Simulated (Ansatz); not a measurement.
Band structure of Cs (Im-3m, 1 atom in the cell).

```xyz
1
Lattice="-3.1597 3.1597 3.1597 3.1597 -3.1597 3.1597 3.1597 3.1597 -3.1597" Properties=species:S:1:pos:R:3 pbc="T T T"
Cs     0.0000     0.0000     0.0000
```

Method of the run: PBE (plane waves, PAW; Ansatz, a quantum-chemistry and plane-wave program).

Settings: kpoints.mp_grid.grid = 6 6 6; hamiltonian.xc = pbe; hamiltonian.pseudopotentials = {kind: paw} (the program's default PAW files); scf.occupations.method = fermi_dirac; scf.occupations.width = 0.05 eV; kpoints.band_path.npoints = 8.

The starting cell comes from a database of computed structures (which also holds hypothetical and non-ambient phases and stackings), without a prior relaxation at this level. Its lattice was rescaled by a random factor within 2.5 % of one.

Levels in eV from the Fermi level, bands 1 to 8:
```json
[
 {"point": "Γ", "1": "-23.92", "2": "-10.67", "3": "-10.67", "4": "-10.67", "5": "-1.59", "6": "2.43", "7": "2.43", "8": "2.43"},
 {"point": "H", "1": "-23.91", "2": "-10.74", "3": "-10.74", "4": "-10.74", "5": "0.72", "6": "0.72", "7": "2.76", "8": "2.76"},
 {"point": "N", "1": "-23.91", "2": "-10.77", "3": "-10.71", "4": "-10.67", "5": "0.06", "6": "0.78", "7": "1.64", "8": "3.03"},
 {"point": "P", "1": "-23.91", "2": "-10.72", "3": "-10.72", "4": "-10.72", "5": "0.96", "6": "0.96", "7": "0.96", "8": "2.12"}
]
```

Bands cross the Fermi level along this path, so the cell is metallic at this level.

Keys are those of Ansatz 0.2.
